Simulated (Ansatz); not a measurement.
Base system: GaP in the zinc blende structure (space group F-43m, No. 216; a = 5.439 Å). Axes: x, y, z lie along the cube axes.

Method: plane-wave PAW DFT at the PBEsol level (Ansatz, an electronic-structure program, 420 eV), scalar-relativistic without spin-orbit coupling.

For the base:

```
Property                            Result
---------------------  -------------------
Valence-band top at Γ  0.00, 0.00, 0.00 eV
Band gap                           1.45 eV
```

Perturbation: uniaxial strain ε_zz = +2.50 %, all other strain components held at zero; the atoms relax in the strained cell.

Q: How does this affect the valence-band top at Γ?

A: The valence-band top at Γ (three highest levels, from the VBM) becomes 0.00, 0.00, -0.14 eV (base: 0.00, 0.00, 0.00 eV).

Q: What does the calculation give for the band gap after the change?

A: The band gap decreases by 0.07 eV to 1.38 eV.

Whether these cells are dynamically stable was not tested.
